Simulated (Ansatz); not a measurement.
Input:

```xyz
2
Lattice="2.7941 0.0000 0.0000 0.0000 2.7941 0.0000 0.0000 0.0000 2.7941" Properties=species:S:1:pos:R:3 pbc="T T T"
Al     0.0000     0.0000     0.0000
Fe     1.3970     1.3970     1.3970
```

Spin-polarised, with starting moments of sign Al0 Fe+.

Computed with PBE/PAW in Ansatz (a first-principles code), no spin-orbit coupling. k-mesh 16×16×16 (Γ-centred); smearing 0.05 eV (Fermi–Dirac).

Task: Estimate the largest site moment.

Result: 0.67 μB.

Task: What is the computed band gap?

Result: Zero.

The magnetic state is the one reached from the starting moments; the real material's order can differ, and small cells can't hold many antiferromagnetic ones. Load acts through the strain it causes; cell and atoms are relaxed under it. Stability against distortions was not tested. No other phases were tried under pressure. The cell was made from AlFe in the CsCl type structure (space group Pm-3m, No. 221; ferromagnetic) by this change: pressure 18 GPa.
